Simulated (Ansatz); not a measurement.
Levels about the gap of amorphous Si24O51Al2 (77 atoms in a cell of 1144 Å³, 2.24 g/cm³; zone centre alone, so wide bands show as single levels with stretches between that a denser mesh fills), at the geometry that PBE relaxed, where it gives 1.1 GPa on a denser mesh. The participation number counts the atoms over which a state spreads; weights are charges in smoothed Voronoi cells. The levels come from a single point, so bond lengths are those of that geometry. Method of the levels: PBE, scalar-relativistic without spin-orbit coupling (Ansatz, an electronic-structure program). Sampling: the zone centre alone; Fermi-Dirac width 0.02 eV; no spin polarisation. At PBE the levels at the filled edge of the gap are localised (band-tail or defect states), and the nearest spread-out levels lie 5.2 eV apart at the zone centre.

A CHGNet melt-quench gave the starting glass, which DFT then relaxed. O atoms were pushed apart under 1.9 Å during the dynamics, to hinder bonds among them. The hot cell started wider than the set density and was brought back towards it in steps. It is the lowest in DFT energy of 2 quenches. It is a model cell: composition and starting density were chosen by hand, and all elements were melted together. No dispersion term was used. Its density started from a set value of 2.24 and ended at 2.24 g/cm³. Cooling (nominally 400 K/ps over its main leg) ran many orders faster than in experiment, which tends to leave more defects and strain. One small periodic cell is one sample of the glass; other quenches scatter about these values. The volume was held where the preparation left it and the shape relaxed, at a PBE pressure of 1.1 GPa. Stress components on the final sampling reach 1.1 GPa.

```tsv
E - E(highest filled), eV	filling	participation number	largest on	weight O	weight Si	weight Al
-0.45	filled	25.3	O, 2 neighbours	0.96	0.04	0.01
-0.39	filled	25.4	O, 2 neighbours	0.96	0.04	0.00
-0.31	filled	11.3	O, 2 neighbours	0.96	0.04	0.01
-0.28	filled	11.4	O, 2 neighbours	0.96	0.04	0.01
-0.18	filled	8.5	O, 2 neighbours	0.96	0.03	0.01
-0.13	filled	4.6	O, 2 neighbours	0.96	0.04	0.00
0.00	filled	5.7	O, 2 neighbours	0.95	0.04	0.01
4.79	empty	18.0	Al, 3 neighbours	0.63	0.17	0.21
5.86	empty	13.5	Al, 3 neighbours	0.59	0.15	0.26
6.53	empty	38.8	Al, 3 neighbours	0.65	0.27	0.07
6.70	empty	24.9	Al, 3 neighbours	0.63	0.18	0.19
```

Most localised among these is the filled level at -0.13 eV, on a O atom, which has 2 neighbours (Si 1.67 Å, Si 1.68 Å).
